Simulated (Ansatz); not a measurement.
Response to strain in SiC

The parent structure is SiC in the zinc blende structure (space group F-43m, No. 216; a = 4.3290 Å). Axes: x, y, z lie along the cube axes.

Strains are applied to the cell and any free atomic positions relax.

Level of theory: LDA in Ansatz (plane waves to 420 eV, PAW, no spin-orbit coupling).

| uniaxial strain ε_zz (%) | band gap (eV) |
|---|---|
| -3 | 0.95 |
| -2.5 | 1.01 |
| -2 | 1.07 |
| -1.5 | ? |
| -1 | 1.18 |
| -0.5 | 1.24 |
| 0 | 1.30 |

Q: Fit E_g = E₀ + Dε (ε in %) to the rows shown and predict the withheld row.

A: Least squares on the printed values gives E₀ = 1.30 eV, D = 116 meV per % of strain (largest residual 0.00 eV); this predicts 1.13 eV, and the run gives 1.13 eV, in agreement.

Stability against distortions was not tested.

Ansatz is a quantum-chemistry and plane-wave program.
